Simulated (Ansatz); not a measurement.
**A computed series for W3N4: response to strain**

Consider W3N4 (space group Pm-3m, No. 221; a = 4.179 Å). Axes: x, y, z lie along the cube axes.

Strains are applied to the cell and any free atomic positions relax; under stress the whole cell relaxes.

Calculations: PBEsol, PAW, 420 eV (Ansatz, a quantum-chemistry and plane-wave program; spin-orbit coupling left out).

Notes on the quantities. energy relative to the base: free energy F.

```json
[
 {"case": "base", "volume per atom": "10.43 Å³", "energy relative to the base": "0 meV/atom", "space group": "Pm-3m (No. 221)"},
 {"case": "uniaxial strain ε_zz = +4.32 %", "volume per atom": "10.88 Å³", "energy relative to the base": "…", "space group": "P4/mmm (No. 123)"},
 {"case": "tensor shear ε_xz = −0.89 %", "volume per atom": "10.43 Å³", "energy relative to the base": "+0.5 meV/atom", "space group": "Cmmm (No. 65)"},
 {"case": "uniaxial stress, 3 GPa compression along z", "volume per atom": "10.40 Å³", "energy relative to the base": "+0.4 meV/atom", "space group": "P4/mmm (No. 123)"}
]
```

Problem. What belongs in the blanks?

Solution. 
- uniaxial strain ε_zz = +4.32 %, energy relative to the base: +42 meV/atom

Without a gap, meshes like the base's 11×11×11 leave anisotropic stresses uncertain by several tenths of a GPa, and small strain energies with them. Stability under load was not tested beyond the relaxation. The final runs are not spin-polarised.
